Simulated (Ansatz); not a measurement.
WO3, response to strain

The parent structure is WO$_{3}$ (space group P4/nmm, No. 129; a = 5.315 Å, c = 3.933 Å). Axes: x, y, z lie along a, b, c of the conventional cell.

Strains are applied to the cell and any free atomic positions relax; under stress the whole cell relaxes.

Level of theory: PBEsol, PAW, 420 eV (Ansatz, a program for electronic structure; no spin-orbit coupling).

Candidates:
(a) uniaxial strain ε_yy = −1.82 %
(b) uniaxial stress, 0.5 GPa tension along x
(c) isotropic strain +1.72 %
(d) isotropic strain −2.67 %
(e) isotropic strain −0.70 %

Notes on the quantities. energy relative to the base: free energy F.

**Question.** Order them by energy relative to the base, highest first.

**Answer.** (d) isotropic strain −2.67 % (+57 meV/atom), (c) isotropic strain +1.72 % (+20 meV/atom), (a) uniaxial strain ε_yy = −1.82 % (+5.0 meV/atom), (e) isotropic strain −0.70 % (+3.7 meV/atom), (b) uniaxial stress, 0.5 GPa tension along x (+0.1 meV/atom)…

Beyond what the load breaks, stability against distortions was not tested.
